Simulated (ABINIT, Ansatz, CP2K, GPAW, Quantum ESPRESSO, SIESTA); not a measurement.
**TiAl₃ (I4/mmm, 4 atoms in the cell) computed with different codes at matched settings**

Self-consistent single point.

```xyz
4
Lattice="-1.9499 1.9499 4.3676 1.9499 -1.9499 4.3676 1.9499 1.9499 -4.3676" Properties=species:S:1:pos:R:3 pbc="T T T"
Ti     0.0000     0.0000     0.0000
Al     0.0000     0.0000     4.3676
Al     0.0000     1.9499     2.1838
Al     1.9499     0.0000     2.1838
```

All programs got the same cell, k-point mesh and kind of occupations (in Ansatz's words: kpoints.mp_grid.grid = 8 8 8; scf.occupations.method = fermi_dirac; scf.occupations.width = 0.1 eV); potentials, basis and cutoffs are each program's usual ones.

```tsv
code	model	pressure (GPa)	k-points	cutoff
CP2K	PBE, GPW, TZVP-MOLOPT-SR-GTH basis, GTH-PBE potentials (GTH_POTENTIALS)	-3.85	260	grid 600 Ry
GPAW	PBE, GPAW PAW datasets PBE (gpaw-data 1.0.1)	-3.78	59	850 eV
SIESTA	GGA PBE, numerical atomic orbitals TZP, PseudoDojo PBE standard norm-conserving potentials (rewritten from UPF to PSML)	-4.23	296	grid 350 Ry
Ansatz	PBE, default PAW files	-4.01	59	default
Quantum ESPRESSO	PBE, PseudoDojo standard norm-conserving (PBE) pseudopotentials	-4.14	59	85 Ry
ABINIT	PBE, PAW (JTH v2.0 PBE PAW)	-3.99	59	30 Ha
```

The spread over the programs that give each value: pressure within 0.45 GPa.

The starting cell comes from a database of computed structures (which also holds hypothetical and non-ambient phases and stackings), without a prior relaxation at this level. Its lattice was rescaled by a random factor within 2.5 % of one. On Ansatz's run: Spin polarisation is off. In the base run, with a pressure of about -4 GPa the cell is away from its equilibrium volume at this level.

Why do the programs differ, and what cannot be compared?

Differences of this kind can come from the potentials, where these differ, and from what each basis and cutoff leave unconverged. The zero of total energies and Fermi levels follows the potentials and each program's conventions, so they are not compared here. CP2K and SIESTA use small atom-centred bases, whose incompleteness enters pressures, forces and empty levels differently from a plane-wave cutoff. Ansatz's pressure is given at a fixed set of plane waves, as the other plane-wave codes print theirs; with its correction for the finite basis it is -3.95 GPa. The programs reduce the same mesh by symmetry to different extents, which changes the work and not the result.

Left out of this page: Elk and FLEUR (not drawn, or without a comparable value).

Ansatz is a first-principles code.

Keys are those of Ansatz 0.2.
